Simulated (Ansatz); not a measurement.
All values below come from PBE (plane waves to 420 eV, PAW; Ansatz, a program for electronic structure).

Electrostatic potential energy of an electron, averaged over planes parallel to the surface, in eV from the Fermi level, for a constructed model of the (110) surface of bcc Nb, a layer of Pd in place of the second plane (bottom of the slab: a bare face, its two planes held):

(z (Å), V (eV)): (3.72, 4.53); (4.01, 4.53); (4.30, 4.52); (4.58, 4.51); (4.87, 4.49); (5.16, 4.45); (5.44, 4.36); (5.73, 4.20); (6.02, 3.90); (6.30, 3.33); (6.59, 2.28); (6.88, 0.38); (7.16, -3.42); (7.45, -10.50); (7.73, -18.10); (8.02, -21.64); (8.31, -18.91); (8.59, -11.55); (8.88, -4.18); (9.17, -1.08); (9.45, -2.48); (9.74, -8.59); (10.03, -16.57); (10.31, -21.26); (10.60, -19.73); (10.89, -12.95); (11.17, -5.22); (11.46, -1.28); (11.74, -1.85); (12.03, -7.08); (12.32, -15.09); (12.60, -20.76); (12.89, -20.50); (13.18, -14.50); (13.46, -6.59); (13.75, -1.88); (14.04, -2.04); (14.32, -7.08); (14.61, -15.09); (14.90, -20.91); (15.18, -20.92); (15.47, -15.16); (15.76, -7.21); (16.04, -2.02); (16.33, -1.43); (16.61, -5.68); (16.90, -11.51); (17.19, -15.26); (17.47, -13.78); (17.76, -8.50); (18.05, -3.07); (18.33, -1.52); (18.62, -5.07); (18.91, -12.56); (19.19, -19.57); (19.48, -21.73); (19.77, -17.67); (20.05, -9.89); (20.34, -2.97); (20.62, 0.64); (20.91, 2.48); (21.20, 3.48); (21.48, 4.03); (21.77, 4.32); (22.06, 4.47); (22.34, 4.55); (22.63, 4.60); (22.92, 4.62); (23.20, 4.63); (23.49, 4.64); (23.78, 4.64)

Slab: 6 atoms, 11.4 Å thick at the start; k 14x14x1, smearing 0.1 eV, dipole-corrected; 2 atoms held, the rest relaxed; symmetry of the start imposed; no spin, no spin-orbit, no U. In PBE it lies 0.40 eV a 1x1 cell over the lowest computed structure of the same composition (a layer of Pd in place of the third plane).

The vacuum level lies 4.64 eV above the Fermi level over the top face and 4.54 eV above it under the bottom face.
